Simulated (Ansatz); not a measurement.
NaH (Fm-3m), PBEsol, rigid bands (Ansatz, an electronic-structure program): N_v = 3.56e20 cm⁻³ at 300 K and a hole conductivity mass of 1.44 mₑ.

Task: For 1e17 holes per cm³ at 300 K, place the Fermi level, estimate the Seebeck coefficient of a parabolic band with constant τ, and give mobility and conductivity for τ = 5 fs.

Result: The level lies k_BT ln(N_v/p) = 0.211 eV above the valence-band maximum. S ≈ +(k_B/e)[ln(N_v/p) + 5/2] = 920 μV/K, against 934 μV/K from the full bands (mean over directions). μ = eτ/m = 6.11 cm²/(V·s) and σ = peμ = 0.0978 S/cm. τ is assumed, not computed.

Band transport and this doping are assumed; polarons and phonon drag are left out. Spin-orbit coupling is left out.

Computed structure, not matched to a measured one here, so possibly hypothetical: NaH (Fm-3m).
